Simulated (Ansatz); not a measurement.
A (6,6) TiO2 nanotube has 36 atoms in a period of 3.018 Å, a mean diameter of 10.13 Å, and lies 118 meV/atom over the flat sheet relaxed at the same level.

Calculation: PBE (plane waves to 420 eV, PAW; Ansatz, a first-principles code). Mesh 1×1×12. No spin polarisation, so a magnetic state wasn't tested. One-dimensional cell, images about 11 Å apart. A hypothetical model, rolled from the flat sheet. Only distortions within the start's symmetry and period were free.

Which bending rigidity of the sheet does this imply in the thin-plate picture?

A plate bent to radius R stores D/(2R²) an area. The area an atom is π × 10.13 × 3.018/36 = 2.67 Å², so the stored energy is 0.118/2.67 = 0.0442 eV/Å². With R = 5.065 Å, D = 2R² × 0.0442 = 2.3 eV.
